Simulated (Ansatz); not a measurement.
## Seebeck coefficient of heavily doped n-type InP (F-43m)

InP (F-43m), n-type; conventional cell a = b = c = 5.878 Å, α = β = γ = 90.00°. These are PBE with spin-orbit coupling, rigid bands (plane waves, PAW; Ansatz, an electronic-structure program) values and carry that method's errors. Geometry: cell and atoms relaxed with PBEsol. Sums run over bands interpolated from the self-consistent mesh; computed gap 0.64 eV. |S| is the size of the Seebeck coefficient, averaged over directions. Temperature 300 K; every row lies over 1.5 times the effective density of states N_c. For a degenerate gas in one parabolic band with a constant relaxation time, |S| = π²k_B²T·m*/(eħ²(3π²n)^(2/3)), a line through zero in x = (n/10¹⁹ cm⁻³)^(-2/3) with slope 650 μV/K × m*/mₑ.

```csv
electron density (cm⁻³),x,|S| (μV/K)
1e18,4.642,?
3e18,2.231,87
1e19,1.000,47
3e19,0.481,28
1e20,0.215,18
```

### Question
Using a straight line, estimate the missing |S| at x = 4.642 from the other rows, showing the fit.

### Answer
With u = x - 1.0, the rows have u = 1.2310, 0.0000, -0.5190, -0.7850. Means: u -0.018250, |S| 45.0. About the means, the sum of products is 81.720 and the sum of squares of u is 2.3996; the slope is their ratio. Least squares gives |S| = 45.6 + 34.06·u. Residuals (row less fit): -0.5, 1.4, 0.1, -0.9; standard error 1.2 (degrees of freedom: 2). The slope gives m* ≈ 34.1/650 = 0.052 mₑ, and the line's value at x = 0 is 12 μV/K, where the simple form has zero. At the withheld row, u = 3.6420, so |S| = 45.6 + 34.06 × 3.6420 = 169.6 μV/K. The calculation gives 148 μV/K, 21.6 μV/K below the prediction (16.6 % of the range of |S| in the table). The row lies outside the fitted rows, so this is an extrapolation. From the scatter of the fitted rows alone, a prediction at this place has a standard error of 3.2 μV/K, so the miss is 6.8 times that.

Left out, since |S| turns up again there as further valleys or bands fill: 3e20, 1e21 cm⁻³. The withheld row is the least degenerate, at 2.7 times N_c. From the dilute limit the run's density-of-states mass is 0.060 mₑ. Within a few times N_c even one parabolic band lies under the degenerate line, which lowers the slope and lifts the intercept; non-parabolic bands and further valleys enter both too. Series that bend far from a line aren't tabulated. Rigid bands with a gap fixed in temperature, one relaxation time for all states and one kind of carrier; polarons and phonon drag are left out, and so is whether such doping can be reached.
